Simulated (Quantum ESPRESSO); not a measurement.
Quantum ESPRESSO run on MoIr3 (P6_3/mmc, 8 atoms in the cell): self-consistent single point.

Level of theory: LDA (PZ), GBRV 1.5 ultrasoft (LDA) pseudopotentials (plane waves; Quantum ESPRESSO).

The change in words: lattice scaled by 0.98. Reference geometry:
```
CELL_PARAMETERS angstrom
      5.48700     0.00000     0.00000
     -2.74350     4.75188     0.00000
      0.00000     0.00000     4.38500
ATOMIC_POSITIONS crystal
  Ir 0.83300 0.66600 0.25000
  Ir 0.16700 0.83300 0.75000
  Ir 0.33400 0.16700 0.25000
  Ir 0.16700 0.33400 0.75000
  Ir 0.83300 0.16700 0.25000
  Ir 0.66600 0.83300 0.75000
  Mo 0.33333 0.66667 0.25000
  Mo 0.66667 0.33333 0.75000
```

Reference input (self-consistent single point, DFT, LDA (PZ), plane waves, GBRV 1.5 ultrasoft (LDA) pseudopotentials): ecutwfc = 40 Ry; ecutrho = 320 Ry; occupations = smearing; smearing = gauss; degauss = 0.019992 Ry; potentials = {Ir: ir_lda_v1.2.uspp.F.UPF, Mo: mo_lda_v1.uspp.F.UPF}; K_POINTS = automatic 5 5 5 0 0 0; conv_thr = 1e-10 Ry; mixing_beta = 0.3. This run's input differs from it in these lines:

```diff
@@ -26,14 +26,14 @@
 CELL_PARAMETERS bohr
-  10.36892682     0.00000000     0.00000000
-  -5.18446341     8.97975404     0.00000000
-   0.00000000     0.00000000     8.28644906
+  10.16154787     0.00000000     0.00000000
+  -5.08077393     8.80015860     0.00000000
+   0.00000000     0.00000000     8.12072007
 ATOMIC_POSITIONS angstrom
-Ir    2.74349989    3.16475288    1.09625000
-Ir   -1.36900644    3.95831704    3.28875000
-Ir    1.37449344    0.79356416    1.09625000
-Ir    0.00000000    1.58712832    3.28875000
-Ir    4.11250633    0.79356416    1.09625000
-Ir    1.36900644    3.95831704    3.28875000
-Mo    0.00000000    3.16792080    1.09625000
-Mo    2.74349989    1.58396040    3.28875000
+Ir    2.68862978    3.10145769    1.07432500
+Ir   -1.34162626    3.87915054    3.22297500
+Ir    1.34700352    0.77769285    1.07432500
+Ir    0.00000000    1.55538569    3.22297500
+Ir    4.03025604    0.77769285    1.07432500
+Ir    1.34162626    3.87915054    3.22297500
+Mo    0.00000000    3.10456225    1.07432500
+Mo    2.68862978    1.55228113    3.22297500
 K_POINTS automatic
```

Output, abridged:

```
     Self-consistent Calculation

     iteration #  1     ecut=    40.00 Ry     beta= 0.30

     negative rho (up, down):  1.953E+00 0.000E+00

     total energy              =   -1368.36642076 Ry
     estimated scf accuracy    <       9.45223837 Ry

     iteration #  2     ecut=    40.00 Ry     beta= 0.30

     negative rho (up, down):  1.948E+00 0.000E+00

     total energy              =   -1369.96861593 Ry
     estimated scf accuracy    <       7.16148678 Ry

     iteration #  3     ecut=    40.00 Ry     beta= 0.30

     negative rho (up, down):  1.848E+00 0.000E+00

     total energy              =   -1370.36156029 Ry
     estimated scf accuracy    <       0.47615931 Ry

   [... 11 blocks of this kind left out ...]

     iteration # 15     ecut=    40.00 Ry     beta= 0.30

     negative rho (up, down):  1.824E+00 0.000E+00

     total energy              =   -1370.50568920 Ry
     estimated scf accuracy    <          1.8E-10 Ry

     iteration # 16     ecut=    40.00 Ry     beta= 0.30

     negative rho (up, down):  1.824E+00 0.000E+00
     End of self-consistent calculation

     the Fermi energy is    26.0449 ev

!    total energy              =   -1370.50568920 Ry
     estimated scf accuracy    <          1.4E-11 Ry
     smearing contrib. (-TS)   =      -0.01072597 Ry
     internal energy E=F+TS    =   -1370.49496323 Ry

     convergence has been achieved in  16 iterations

     negative rho (up, down):  1.824E+00 0.000E+00

     Forces acting on atoms (cartesian axes, Ry/au):

     atom    1 type  1   force =     0.00000000    0.00666755    0.00000000
     atom    2 type  1   force =    -0.00577426    0.00333377    0.00000000
     atom    3 type  1   force =    -0.00577426   -0.00333377    0.00000000
     atom    4 type  1   force =     0.00000000   -0.00666755   -0.00000000
     atom    5 type  1   force =     0.00577426   -0.00333377   -0.00000000
   [... lines left out ...]
     Total force =     0.016332     Total SCF correction =     0.000007
   [... lines left out ...]

     negative rho (up, down):  1.824E+00 0.000E+00
          total   stress  (Ry/bohr**3)                   (kbar)     P=      163.64
   0.00113489  -0.00000000   0.00000000          166.95       -0.00        0.00
  -0.00000000   0.00113489   0.00000000           -0.00      166.95        0.00
   0.00000000   0.00000000   0.00106741            0.00        0.00      157.02

   JOB DONE.
```

The run converged in 16 iterations. Against the reference run the free energy rises by 22.4 meV/atom, the pressure goes from -8.34 to 16.36 GPa and the largest force goes from 0.154 to 0.171 eV/Å.

The starting cell comes from a database of published, mostly measured structures (it also holds non-ambient and calculated ones), without a prior relaxation at this level. For this run, on top of that: lattice scaled by 0.98. Spin polarisation is off. With a pressure of about 16 GPa the cell is away from its equilibrium volume at this level.

Cost on one core of a shared machine: roughly 3 min.
